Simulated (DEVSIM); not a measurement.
Structure: abrupt GaAs p-n junction, at 400 K.

| layer (left to right) | material | thickness (μm) | Nd (cm⁻³) | Na (cm⁻³) | τn (s) | τp (s) |
|---|---|---|---|---|---|---|
| 1 | GaAs | 2.00 | - | 7.2e16 | 2.4e-8 | 2.4e-8 |
| 2 | GaAs | 30.0 | 1.6e14 | - | 2.4e-8 | 2.4e-8 |

Left contact: ohmic. Right contact: ohmic. Voltage is applied to the left contact. Recombination: SRH at mid-gap, radiative. Mobility is constant in doping.

The device is made up for the run: typed textbook-type constants, with dimensions and the other settings drawn at random. Values at 300 K; Nc and Nv go as T^1.5, mobilities as T to minus their exponent, the gap by Varshni's rule with the affinity fixed.

```csv
parameter,GaAs
gap (eV),1.424
affinity (eV),4.07
permittivity,12.9
Nc (cm⁻³),4.7e17
Nv (cm⁻³),9e18
μn (cm²/Vs),8500
μp (cm²/Vs),400
T exponent of μn,2.1
T exponent of μp,2.2
B (cm³/s),2e-10
Varshni α (eV/K),0.000541
Varshni β (K),204
```

DEVSIM, 1D drift-diffusion, Boltzmann statistics, complete ionisation; no tunnelling, impact ionisation, image-force lowering or self-heating.

The doping Na of layer 1 was swept, all else fixed.

```csv
doping Na of layer 1 (cm^-3),dark forward voltage at 100 A/cm² (V),potential step across the device at zero bias (V),dark forward voltage at 1 A/cm² (V),largest field in the device at zero bias (V/cm)
2.2e15,1.759,0.786,0.697,5600
7.2e15,1.604,0.827,0.729,7000
2.2e16,1.486,0.865,0.750,10000
7.2e16,1.390,0.906,0.766,17000
2.2e17,1.325,0.944,0.774,28000
7.2e17,1.281,0.985,0.777,51000
2.2e18,[?],1.024,0.778,[?]
```

Task: Some entries are withheld; supply them.

Result: 
- 2.2e18, dark forward voltage at 100 A/cm² (V): 1.257
- 2.2e18, largest field in the device at zero bias (V/cm): 89000
